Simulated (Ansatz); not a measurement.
**CsPbBr3: stress against strain**

CsPbBr3 (cubic perovskite, Pm-3m, 40.495 Å³/atom at rest) under an equal strain ε in the (001) plane with the normal axis free, as in a coherent film. PBEsol in Ansatz, a plane-wave DFT program (PAW, default set), 420 eV, 6×6×6 Γ-centred mesh, Fermi-Dirac smearing 0.05 eV; ions are relaxed within the symmetry of each cell. Stress is positive for a compressed cell.

Here s stands for strain and y for stress xx.

```
strain (%)  stress xx (GPa)
----------  ---------------
-1.20                  0.74
-0.60                  0.35
0.00                   0.00
0.60                  -0.33
1.20                  -0.63
3.00                      ?
```

The 5 complete rows are fitted with a straight line, y against s. Means: s 0, y 0.026. About the means, the sum of products is -2.0520 and the sum of squares of s is 3.6000; the slope is their ratio. Least squares gives y = 0.026 - 0.5700·s. Residuals (row less fit): 0.030, -0.018, -0.026, -0.014, 0.028; standard error 0.031 (degrees of freedom: 3). The slope gives the biaxial elastic modulus of this plane = 57 ± 1.6 GPa.

Problem. Predict the withheld y at s = 3.00 from the fit, and compare with the calculation.

Solution. y = 0.026 - 0.5700 × 3.0 = -1.684 GPa. The calculation gives -1.39 GPa, 0.294 GPa above the prediction (13.8 % of the range of y in the table). The row lies outside the fitted rows, so this is an extrapolation. From the scatter of the fitted rows alone, a prediction at this place has a standard error of 0.060 GPa, so the miss is 4.9 times that.

One order more, fitted to all 11 runs of the series, follows each within 0.01, so the miss is the next term of a smooth law. The primitive cell can neither tilt nor turn polar against its symmetry, as such crystals can under strain. CsPbBr3 is here the ideal cubic form; the compound distorts at low or room temperature. Rows are the converged runs of the series near zero and its far end; series whose fitted rows scatter by over a few per cent of the range, as at a crossing or softening among them, aren't shown in this form. Most that stay on the fit to the last digits aren't either.
